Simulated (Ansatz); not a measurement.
Where the default PAW files enter, the runs use the earlier of Ansatz's two default sets.

Inside the gap of an insulator the Bloch states are evanescent, with a wavenumber k + iκ along the transport direction.

```xyz
5
Lattice="5.6496 0.0000 0.0000 -2.8248 4.8927 0.0000 2.8248 1.6309 2.3064" Properties=species:S:1:pos:R:3 pbc="T T T"
K      0.0000     3.2618     1.1532
Ta     0.0000     0.0000     0.0000
O      2.8248     3.2618     1.1532
O      4.2372     0.8155     1.1532
O      1.4124     0.8155     1.1532
```

Space group of this cell: Pm-3m, cubic perovskite. The cell is taken as given; by r2SCAN its mean pressure is -0.9 GPa.

Transport runs along the normal of the first two printed cell vectors, the (111) plane of the conventional cell.

The gap is the functional's own. No spin-orbit coupling. Mid-gap values are those at the computed energy nearest the middle.

Q: Estimate the band gap and the smallest decay constant κ at mid-gap that r2SCAN in Ansatz (a first-principles code) returns for this system.

A: Gap 2.63 eV on a 14×14×14 mesh; κ = 0.287 1/Å, at the zone centre.
